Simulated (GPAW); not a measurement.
**Input and output of a self-consistent single point for Sb (Pm-3m, 1 atom in the cell) (GPAW)**

Computed with PBEsol, GPAW PAW datasets PBEsol (made by gpaw-setup) (plane waves; GPAW 25.7.0).

The input file:

```python
from ase import Atoms
from ase.units import GPa
from gpaw import GPAW

atoms = Atoms(['Sb'],
              cell=[[3.074090, 0.000000, 0.000000],
                    [0.000000, 3.074090, 0.000000],
                    [0.000000, 0.000000, 3.074090]],
              scaled_positions=[[0.000000, 0.000000, 0.000000]],
              pbc=True)

calc = GPAW(mode={'name': 'pw', 'ecut': 550},
            xc='PBEsol',
            kpts=(9, 9, 9),
            occupations={'name': 'methfessel-paxton', 'width': 0.1, 'order': 0},
            nbands=-5,
            symmetry={'symmorphic': False, 'tolerance': 0.0005},
            maxiter=150,
            txt='-')

atoms.calc = calc

energy = atoms.get_potential_energy()
print('Energy (eV):', round(energy, 6))
forces = atoms.get_forces()
print('Forces (eV/Ang):')
print(forces.round(5))
stress = atoms.get_stress()
print('Stress (GPa, Voigt):', (stress / GPa).round(4))
```

Output, abridged:

```
Input parameters:
  kpts: [9 9 9]
  maxiter: 150
  mode: {ecut: 550,
         name: pw}
  nbands: -5
  occupations: {name: methfessel-paxton,
                order: 0,
                width: 0.1}
  symmetry: {symmorphic: False,
             tolerance: 0.0005}
  xc: PBEsol

species:
  Sb:
    name: Antimony
    Z: 51.0
    valence: 15
    core: 36
    charge: 0.0
    file: Sb.PBEsol.gz

    # Using partial waves for Sb as LCAO basis

Reference energy: -176204.783462  # eV

Spin-paired calculation

Convergence criteria:
 Maximum [total energy] change in last 3 cyles: 0.0005 eV / valence electron
 Maximum integral of absolute [dens]ity change: 0.0001 electrons / valence electron
 Maximum integral of absolute [eigenst]ate change: 4e-08 eV^2 / valence electron
 Maximum number of scf [iter]ations: 150

Symmetries present (total): 48
Symmetries with fractional translations: 0
729 k-points: 9 x 9 x 9 Monkhorst-Pack grid
35 k-points in the irreducible part of the Brillouin zone
       k-points in crystal coordinates                weights
   0:     0.00000000    0.00000000    0.00000000          1/729
   1:     0.11111111    0.00000000    0.00000000          6/729
   2:     0.11111111    0.11111111    0.00000000         12/729
   [... 7 lines left out ...]
          ...
  34:     0.44444444    0.44444444    0.44444444          8/729

Wave functions: Plane wave expansion
  Cutoff energy: 550.000 eV
  Number of coefficients (min, max): 842, 870
  Pulay-stress correction: 0.000000 eV/Ang^3 (de/decut=0.000000)

Occupation numbers: Methfessel-Paxton:
  width: 0.1000  # eV
  order: 0

Eigensolver

Densities:
  Coarse grid: 18*18*18 grid
  Fine grid: 36*36*36 grid
  Total Charge: 0.000000

Density mixing:
  Method: separate
  Backend: pulay
  Linear mixing parameter: 0.05
  old densities: 5
  Damping of long wavelength oscillations: 50

Hamiltonian:
  XC and Coulomb potentials evaluated on a 36*36*36 grid
  External potential:
    NoExternalPotential

XC parameters: PBEsol with 2 nearest neighbor stencil

Number of atoms: 1
Number of atomic orbitals: 9
Number of bands in calculation: 12
Number of valence electrons: 15
Bands to converge: occupied

Density initialized from atomic densities
  9 bands from LCAO basis set
  3 bands from random numbers

Atomic positions and initial magnetic moments

Positions:
   0 Sb     0.000000    0.000000    0.000000    ( 0.0000,  0.0000,  0.0000)

Unit cell:
           periodic     x           y           z      points  spacing
  1. axis:    yes    3.074090    0.000000    0.000000    18     0.1708
  2. axis:    yes    0.000000    3.074090    0.000000    18     0.1708
  3. axis:    yes    0.000000    0.000000    3.074090    18     0.1708

  Lengths:   3.074090   3.074090   3.074090
  Angles:   90.000000  90.000000  90.000000

Effective grid spacing dv^(1/3) = 0.1708

     iter     time        total  log10-change:
                         energy   eigst   dens
iter:   1 --:--:--    -4.780265
iter:   2 --:--:--    -4.807451   -0.61  -1.80
iter:   3 --:--:--    -4.809916   -1.92  -1.81
iter:   4 --:--:--    -4.809251c  -2.48  -1.84
iter:   5 --:--:--    -4.809241c  -3.82  -2.74
iter:   6 --:--:--    -4.809469c  -4.63  -2.76
iter:   7 --:--:--    -4.808210c  -3.96  -2.73
iter:   8 --:--:--    -4.808236c  -5.70  -3.61
iter:   9 --:--:--    -4.808226c  -6.49  -3.71
iter:  10 --:--:--    -4.808213c  -5.68  -3.58
iter:  11 --:--:--    -4.808215c  -6.07  -4.10c
iter:  12 --:--:--    -4.808216c  -7.16  -4.17c
iter:  13 --:--:--    -4.808214c  -6.69  -4.01c
iter:  14 --:--:--    -4.808214c  -7.84c -4.74c

Converged after 14 iterations.

Dipole moment: (-0.000000, 0.000000, -0.000000) |e|*Ang

Energy contributions relative to reference atoms: (reference = -176204.783462)

Kinetic:         -1.120845
Potential:       +0.442224
External:        +0.000000
XC:              -4.293575
Entropy (-ST):   -0.003880
Local:           +0.165921
SIC:             +0.000000
--------------------------
Free energy:     -4.810154
Extrapolated:    -4.808214

Showing only first 2 kpts
 Kpt  Band  Eigenvalues  Occupancy
  0     5     -5.64109    2.00000
  0     6     10.26626    0.00000
  0     7     10.26626    0.00000
  0     8     10.26626    0.00000

  1     5     -5.45766    2.00000
  1     6      8.34359    0.00000
  1     7     10.44776    0.00000
  1     8     10.44776    0.00000

Fermi level: 7.08148

No gap
No difference between direct/indirect transitions
Energy (eV): -4.808214

Forces in eV/Ang:
  0 Sb   -0.00000   -0.00000   -0.00000

Stress tensor:
     0.009868     0.000000     0.000000
     0.000000     0.009868     0.000000
     0.000000     0.000000     0.009868
Stress (GPa, Voigt): [1.5811 1.5811 1.5811 0.     0.     0.    ]
```

The run converged in 14 iterations. GPAW prints stress with tension positive.

The starting cell comes from a database of computed structures (which also holds hypothetical and non-ambient phases and stackings), without a prior relaxation at this level. Its lattice was rescaled by up to half a per cent. Spin-orbit coupling is off.
